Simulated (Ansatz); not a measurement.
Consider SiC in the wurtzite structure (space group P6_3mc, No. 186).

```cif
data_C2Si2
_chemical_formula_sum 'Si2 C2'
_space_group_name_H-M_alt 'P 1'
_space_group_IT_number 1
_cell_length_a 3.07594
_cell_length_b 3.07594
_cell_length_c 5.04765
_cell_angle_alpha 90.000
_cell_angle_beta 90.000
_cell_angle_gamma 120.000
loop_
_space_group_symop_operation_xyz
  'x, y, z'
loop_
_atom_site_label
_atom_site_type_symbol
_atom_site_fract_x
_atom_site_fract_y
_atom_site_fract_z
_atom_site_occupancy
Si1 Si 0.66667 0.33333 0.00051 1
Si2 Si 0.33333 0.66667 0.50051 1
C1 C 0.66667 0.33333 0.62469 1
C2 C 0.33333 0.66667 0.12469 1
```

All numbers come from Ansatz (a program for electronic structure) PBEsol, no spin-orbit coupling.

For the base:

```
Quantity    Value
--------  -------
Band gap  2.12 eV
```

The change: a hydrostatic pressure of 45 GPa.

Question: What does the calculation give for the band gap after the change?

Answer: The band gap falls by 0.28 eV, from 2.12 eV to 1.84 eV.

Load acts through the strain it causes; cell and atoms are relaxed under it. No phonon test of stability was made. Competing high-pressure phases were not computed.
